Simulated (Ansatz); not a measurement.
Worked calculations on one periodic cell of amorphous Zr20O43W: Zr20O43W, 64 atoms, volume 827.7 Å³, made by a melt-quench on the CHGNet potential and relaxed with DFT. O atoms were pushed apart under 1.9 Å during the dynamics, to hinder bonds among them. It is a model cell: composition and starting density were chosen by hand, and all elements were melted together. Cycles of charging were run to anneal it. Calculation: PBE, scalar-relativistic without spin-orbit coupling (plane waves to 420 eV, PAW; Ansatz, a first-principles code). Sampling: a 2×2×2 Γ-centred mesh; Fermi-Dirac width 0.02 eV; no spin polarisation. Its volume was held where the quench left it, its shape was free, and it stands at a mean pressure of -1.8 GPa with stress components up to 1.9 GPa; the relaxation ran on the zone centre alone. Its density went from a set 5.41 to 5.41 g/cm³. The cell is small and was quenched far faster than a real film, so it is one sample of the glass.

**Question.** Count formal charges (Zr +4, O -2, W +6). What does the count lead one to expect at the Fermi level, and what does the calculation give?

**Answer.** 20 × (+4) + 43 × (-2) + 1 × (+6) = 0. The charges balance, so the anion-derived valence states can be full and a gap can open. On this mesh the highest filled and lowest empty level lie 2.76 eV apart; localised defect or tail levels set that (at the zone centre the more localised edge state sits most on one W atom with neighbours O 1.80 Å, O 1.87 Å, O 1.89 Å, O 1.95 Å, O 2.06 Å, O 2.17 Å), and the nearest spread-out levels lie 3.8 eV apart.

Four energies for an added electron at PBE on the zone centre alone (charged cells in a uniform background, spin-polarised): neutral at the neutral geometry -118560.423 eV; charged at the neutral geometry -118548.256 eV; charged and relaxed -118548.654 eV; neutral at the charged geometry -118559.875 eV.

**Question.** Find the two relaxation energies and their sum, the reorganisation energy.

**Answer.** On charging: -118548.256 − (-118548.654) = 0.398 eV. On discharging: -118559.875 − (-118560.423) = 0.548 eV. The sum is 0.946 eV. The carrier's level spreads over 4 of the 64 atoms' worth, so it counts as localised, most on one W atom with neighbours O 1.80 Å, O 1.87 Å, O 1.89 Å, O 1.95 Å, O 2.06 Å, O 2.17 Å (neutral geometry). The values are uncorrected: the image energy of a point charge in this cell, 2.84 × 14.40 / (2 × 9.4) = 2.2 eV before screening, is screened by electrons alone at the fixed geometry and by ions too after relaxing, and the carrier can be spread before it relaxes, so each term can be off by up to that value times 1/ε∞, some tenths of an eV. PBE's self-interaction favours spread-out carriers, so a hybrid can localise more.

Four energies for a hole at PBE on the zone centre alone (charged cells in a uniform background, spin-polarised): neutral at the neutral geometry -118560.423 eV; charged at the neutral geometry -118569.389 eV; charged and relaxed -118569.678 eV; neutral at the charged geometry -118559.788 eV.

**Question.** Find the two relaxation energies and their sum, the reorganisation energy.

**Answer.** On charging: -118569.389 − (-118569.678) = 0.289 eV. On discharging: -118559.788 − (-118560.423) = 0.635 eV. The sum is 0.924 eV. The carrier's level spreads over 4 of the 64 atoms' worth, so it counts as localised, most on one O atom with neighbours Zr 2.03 Å, Zr 2.05 Å, Zr 2.27 Å (neutral geometry). The values are uncorrected: the image energy of a point charge in this cell, 2.84 × 14.40 / (2 × 9.4) = 2.2 eV before screening, is screened by electrons alone at the fixed geometry and by ions too after relaxing, and the carrier can be spread before it relaxes, so each term can be off by up to that value times 1/ε∞, some tenths of an eV. PBE's self-interaction favours spread-out carriers, so a hybrid can localise more.
